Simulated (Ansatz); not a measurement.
```
SnS2
1.0
    3.81255     0.00000     0.00000
   -1.90628     3.30176     0.00000
    0.00000     0.00000    18.93629
Sn S
1 2
Direct
  0.00000   0.00000   0.50000
  0.33333   0.66667   0.57602
  0.66667   0.33333   0.42398
```

Calculation: PBE, rigid bands (plane waves, PAW, scalar-relativistic; Ansatz, a quantum-chemistry and plane-wave program). Condition of this run: biaxial strain +3 %. How the cell was made: cell and atoms relaxed with PBE, then loaded as said.

**Question.** Predict the electron conductivity mass (n e² τ/σ) at 300 K, by direction if it differs.

**Answer.** 0.43 mₑ.

**Question.** What conductivity effective mass do dilute holes have at 300 K?

**Answer.** 1.68 mₑ.

**Question.** And the band gap?

**Answer.** 1.60 eV at this level; semilocal functionals usually fall short of the measured gap.

Rigid bands, one relaxation time for all states, no polarons. Spin-orbit coupling is left out; where it splits the top of the valence band it changes the hole mass and lowers the gap by about a third of the splitting.
